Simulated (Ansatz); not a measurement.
We consider WC (model structure, started from the CsCl type, Pm-3m, No. 221, 2 atoms in the cell), described by r²SCAN (PAW; Ansatz, a program for electronic structure).

Run with plane-wave cutoff 560 eV, 18×18×18 k mesh, Fermi–Dirac smearing 0.05 eV, no spin polarisation, scalar-relativistic PAW data made under PBE.

Cell (relaxed at this level):

Space group Pm-3m (No. 221); a = b = c = 2.7161 Å, α = β = γ = 90.00°

```csv
atom,site,symmetry,x,y,z
W,1a,m-3m,0.0000,0.0000,0.0000
C,1b,m-3m,0.5000,0.5000,0.5000
```

Task: Predict the bulk modulus B0.

Result: 
bulk modulus B0: 383 GPa

Note: the run has no spin polarisation, so it can have missed a magnetic state; the bulk modulus is −V dP/dV from two relaxed cells at ±2 % in volume; the relaxation could raise the start's symmetry but not lower it, so the cell can be a saddle point.

Spin–orbit coupling is not included; it can open a gap where bands touch, and shift volumes and moduli.

The computed numbers hold no vibrational or temperature effects.

A model structure was made by putting elements into a prototype or built by hand; it is no filed structure, need not be a known phase, and can be a saddle point held by its symmetry.
